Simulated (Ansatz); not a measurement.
An ideal cubic perovskite cell is held by its symmetry; such compounds can tilt or shift off centre at room temperature. The starting structures come from a database of crystals and need not be the phases stable at ambient conditions.

Tunnelling through a barrier is set by its complex band structure: the current falls as exp(−2κd) with the smallest κ.

Input:

```
MgNaF3
1.0
    3.95084     0.00000     0.00000
    0.00000     3.95084     0.00000
    0.00000     0.00000     3.95084
Na Mg F
1 1 3
Cartesian
  0.00000   0.00000   0.00000
  1.97542   1.97542   1.97542
  1.97542   1.97542   0.00000
  0.00000   1.97542   1.97542
  1.97542   0.00000   1.97542
```

Space group of this cell: Pm-3m, cubic perovskite. The cell is taken as given; by r2SCAN its mean pressure is -3.5 GPa.

Transport runs along the normal of the first two printed cell vectors, the (001) plane of the conventional cell.

The gap is the functional's own, uncorrected, and κ follows it; spin-orbit coupling is left out. Mid-gap values are interpolated between the computed energies.

**Question.** State the band gap and the smallest decay constant κ at mid-gap according to r2SCAN run with Ansatz (an electronic-structure program).

**Answer.** Gap 6.83 eV on a 8×8×8 mesh; κ = 0.550 1/Å, at the zone centre.
